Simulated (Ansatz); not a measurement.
## Effect of uniaxial strain ε_xx = +3.00 % on InAgTe2

The parent structure is InAgTe₂ in the chalcopyrite structure (space group I-42d, No. 122; a = 6.354 Å, c = 12.637 Å). Axes: x, y, z lie along a, b, c of the conventional cell.

It is then changed as follows: uniaxial strain ε_xx = +3.00 %, all other strain components held at zero; the atoms relax in the strained cell.

Calculations: LDA (Ansatz, a first-principles code), without spin-orbit coupling. Γ-centred 7×7×7 mesh, Fermi–Dirac width 0.05 eV.

* **Volume per atom**: 32.84 Å³ (base 31.88 Å³)
* **Space group**: I2_12_12_1 (No. 24) (base I-42d (No. 122))
* **Energy relative to the base (free energy F)**: +5.5 meV/atom
* **Band gap**: 0.06 eV (uncertain: the Fermi level lies in a band; the changed cell) (base zero)
* **Largest internal atomic displacement**: 0.014 Å
* **Stress (xx, yy, zz, yz, xz, xy; compression positive)**: (-1.8, -1.2, -1.2, 0.0, 0.0, 0.0) GPa (rough)

Final structure:

```
CELL_PARAMETERS angstrom
     -3.27208     3.17677     6.31871
      3.27208    -3.17677     6.31871
      3.27208     3.17677    -6.31871
ATOMIC_POSITIONS crystal
  In 0.49957 0.49957 0.00000
  In 0.25043 0.75043 0.50000
  Te 0.37500 0.36689 0.49189
  Te 0.63563 0.12500 0.01063
  Te 0.87500 0.88311 0.50811
  Te 0.11437 0.62500 0.98937
  Ag 0.00041 0.00041 0.00000
  Ag 0.74959 0.24959 0.50000
```

Without a gap, meshes like the base's 7×7×7 leave anisotropic stresses uncertain by several tenths of a GPa, and small strain energies with them. With Te present, leaving out spin-orbit coupling can change the band edges. No phonon test of stability was made. All final runs are without spin polarisation. Gaps under 0.05 eV, about the width of the smearing, are given as zero. A zero or small gap of InAgTe2 can be the functional's error rather than a property of the material.
